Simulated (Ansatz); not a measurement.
Consider the following.

```yaml
crystal:
  lattice:
    - [0.00000, 2.68931, 2.70137]
    - [2.68931, 0.00000, 2.70137]
    - [2.68931, 2.68931, 0.00000]
  atoms:
    - { symbol: Cd, position: [0.00000, 0.00000, 0.00000] }
    - { symbol: F, position: [0.25000, 0.25000, 0.25000] }
    - { symbol: F, position: [0.75000, 0.75000, 0.75000] }
```

A single point on CdF2 with a change (uniaxial stress, 0.5 GPa tension along z), its geometry relaxed with PBEsol.

All numbers come from PBEsol in Ansatz (plane waves to 420 eV, PAW, spin-orbit coupling included). Γ-centred 11×11×11 mesh, Fermi–Dirac width 0.05 eV.

### Question
Predict the smallest direct gap.

### Answer
3.34 eV.

### Question
Estimate the pressure.

### Answer
-1.8 kbar.

### Question
Predict the band gap.

### Answer
2.93 eV.

### Question
Estimate the gap character.

### Answer
Indirect, P → Γ.

Single points use the geometry relaxed with PBEsol. Load acts through the strain it causes; cell and atoms are relaxed under it. Stability under load was not tested beyond the relaxation. The cell was made from CdF₂ in the fluorite structure (space group Fm-3m, No. 225) by this change: uniaxial stress, 0.5 GPa tension along z.

Ansatz is an electronic-structure program.
